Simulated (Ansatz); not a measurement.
Base system: AgCl in the rock salt structure (space group Fm-3m, No. 225; a = 5.611 Å).

It is then changed as follows: every lattice vector is stretched by 2.50 %, atoms relaxed at fixed cell.

The values are results of plane-wave PAW DFT at the PBE level (Ansatz, a first-principles code, 420 eV), scalar-relativistic without spin-orbit coupling, not measurements.

Base, band edges from the VBM (valence, conduction): X -1.80, 2.43; W -1.10, 4.15; L 0.00, 4.33; Γ -2.17, 0.92; K -0.98, 3.61; U -0.98, 3.61 eV.

### Question
Give the band edges at the high-symmetry points of the new zone, measured from its valence-band maximum.

### Answer
```csv
point,valence edge (eV),conduction edge (eV)
Γ,-1.88,0.96
X,-1.66,2.54
U,-0.86,3.62
K,-0.86,3.62
L,0.00,4.51
W,-0.96,4.05
```

The gap is 0.96 eV, indirect, L → Γ.

The cells carry an imposed strain or load. No phonon test of stability was made.
